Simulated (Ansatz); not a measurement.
We consider ReTe2 (P-1, No. 2, 12 atoms in the cell; start mp-1102447), described by PBEsol in Ansatz (PAW).

Settings: plane-wave cutoff 520 eV, 6×6×6 k mesh, Fermi–Dirac smearing 0.01 eV, no spin polarisation, scalar-relativistic PAW data made under PBE.

Cell (relaxed at this level):

```
ReTe2
1.0
    6.99032    -0.00226    -0.07060
    3.44740     6.23301     0.14076
    1.76004     1.60239     7.07012
Re Te
4 8
Cartesian
 10.20104   5.17021   3.53524
  1.99672   2.66294   3.60504
  7.22919   5.00370   3.50751
  4.96857   2.82944   3.63277
  8.77531   4.31294   1.47576
  3.42245   3.52020   5.66452
  5.15375   4.65144   1.79355
  7.04401   3.18170   5.34672
  8.61889   6.61755   5.11925
  3.57887   1.21560   2.02102
  5.29799   6.38471   4.94083
  6.89977   1.44843   2.19944
```

### Question
What does this level give for the band gap and Γ–Γ gap?

### Answer

band gap: 0.44 eV (on the SCF k mesh)
Γ–Γ gap: 1.14 eV

Note: the relaxation could not lower the start's symmetry, so the cell can be a saddle point above a distorted one; the cell has widely spaced layers and the level no dispersion term, so their spacing and the moduli can rest on weak binding.

Spin–orbit coupling is not included; with these elements it can move the gap by several tenths of an eV or more.

The computed numbers hold no vibrational or temperature effects.

A start named mp-… is a Materials Project structure, which need not be a measured phase.

Ansatz is a program for electronic structure.
